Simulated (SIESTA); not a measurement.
## Convergence study of the k-point mesh for Ir (Fm-3m, 1 atom in the cell)

```
Ir
1.0
    0.00000     1.91040     1.91040
    1.91040     0.00000     1.91040
    1.91040     1.91040     0.00000
Ir
1
Direct
  0.00000   0.00000   0.00000
```

Method: GGA PBE, numerical atomic orbitals DZP, PseudoDojo PBE standard norm-conserving potentials (rewritten from UPF to PSML) run with SIESTA.

Base settings: XC.functional = GGA; XC.authors = PBE; potentials = PseudoDojo PBE standard; PAO.BasisSize = DZP; PAO.EnergyShift = 0.005 Ry; MeshCutoff = 400 Ry; kgrid.MonkhorstPack = 7 7 7; OccupationFunction = MP; OccupationMPOrder = 0; ElectronicTemperature = 0.1 eV.

Only quantities that move along the ladder and can be compared are tabulated.

Core times come from one kind of shared machine, to one figure; runs under 30 s give none.

The starting cell has typed, rounded lattice constants, without a prior relaxation at this level. Its lattice was rescaled by up to half a per cent. Spin polarisation is off. Values carry the incompleteness of an atom-centred basis. In the base run, with a pressure of about 15 GPa the cell is away from its equilibrium volume at this level. Without a gap this mesh is coarse (it stands for a supercell whose shortest vector is 19 Å).

Steps (kgrid.MonkhorstPack): 3 3 3; 5 5 5; 7 7 7; 8 8 8; 10 10 10; 13 13 13; 16 16 16; 19 19 19; 23 23 23; 26 26 26.

What is the coarsest kgrid.MonkhorstPack that holds the free energy within 5 meV/atom of the last step, with all finer ones?

23 23 23; the step before is off by 7.7 meV/atom.

What is the coarsest kgrid.MonkhorstPack that holds the pressure within 1 GPa of the last step, with all finer ones?

10 10 10; the step before is off by 1.5 GPa.

| kgrid.MonkhorstPack | free energy less the last step's (meV/atom) | pressure (GPa) | core time / last (rough) |
|---|---|---|---|
| 3 3 3 | 1306.35 | 41.78 | – |
| 5 5 5 | 259.38 | 20.41 | – |
| 7 7 7 | -78.90 | 14.74 | – |
| 8 8 8 | 79.57 | 17.63 | – |
| 10 10 10 | -2.31 | 16.15 | – |
| 13 13 13 | 9.49 | 16.37 | 0.2 |
| 16 16 16 | 9.75 | 16.36 | 0.4 |
| 19 19 19 | 7.65 | 16.28 | 0.3 |
| 23 23 23 | -1.10 | 16.05 | 0.6 |
| 26 26 26 | 0.00 | 16.08 | 1 |

Two neighbours can agree and both be off: 13 13 13 and 16 16 16 differ by 0.26 meV/atom in the free energy, yet lie about 9.8 meV/atom from the last step.
